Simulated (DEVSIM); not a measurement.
DEVSIM, 1D drift-diffusion, Boltzmann statistics, complete ionisation; no tunnelling, impact ionisation, image-force lowering or self-heating. Metal contacts follow the ideal Schottky-Mott rule: no Fermi-level pinning, no interface dipoles.

Structure: Schottky contact on n-type β-Ga2O3, at 250 K.

| layer (left to right) | material | thickness (μm) | Nd (cm⁻³) | τn (s) | τp (s) |
|---|---|---|---|---|---|
| 1 | β-Ga2O3 | 0.590 | 8.8e16 | 1.8e-8 | 1.8e-8 |

Left contact: Schottky, work function 5.52 eV, emission velocity 5.4e6 cm/s. Right contact: ohmic. Voltage is applied to the left contact. Recombination: SRH at mid-gap. Mobility is constant in doping. Where it depends on doping, it is μmin + (μ − μmin)/(1 + (N/Nref)^α).

The device is made up for the run: typed textbook-type constants, with dimensions and the other settings drawn at random. Values at 300 K; Nc and Nv go as T^1.5, mobilities as T to minus their exponent, the gap by Varshni's rule with the affinity fixed. The table also holds parameters that only a changed run uses.

| parameter | β-Ga2O3 |
|---|---|
| gap (eV) | 4.8 |
| affinity (eV) | 4 |
| permittivity | 10 |
| Nc (cm⁻³) | 3.7e18 |
| Nv (cm⁻³) | 5e20 |
| μn (cm²/Vs) | 160 |
| μp (cm²/Vs) | 1 |
| μn,min | 20 |
| μp,min | 0.1 |
| Nref,n | 1e18 |
| Nref,p | 1e18 |
| αn | 0.8 |
| αp | 0.8 |
| T exponent of μn | 1.8 |
| T exponent of μp | 1.5 |
| Cn (cm⁶/s) | 1e-31 |
| Cp (cm⁶/s) | 1e-31 |
| Varshni α (eV/K) | 0.0004 |
| Varshni β (K) | 600 |

One input was changed, with this effect: dark forward voltage at 1 A/cm² 1.209 → 1.205 V; potential step across the device at zero bias 1.445 → 1.495 V; largest field in the device at zero bias 210000 → 680000 V/cm; dark forward voltage at 100 A/cm² 1.313 → 1.305 V.

Problem. Which change was it?
(A) metal work function 5.52 → 5.72 eV
(B) minority lifetime in layer 1 1.8e-08 → 5.4e-10 s
(C) doping Nd of layer 1 8.8e+16 → 8.8e+17 cm^-3
(D) temperature 250 → 350 K
(E) thickness of layer 1 0.59 → 0.35 μm
(F) metal work function 5.52 → 5.62 eV
(G) doping-dependent mobility in place of the constant one
(H) Auger recombination switched on

Solution. C, doping Nd of layer 1 8.8e+16 → 8.8e+17 cm^-3
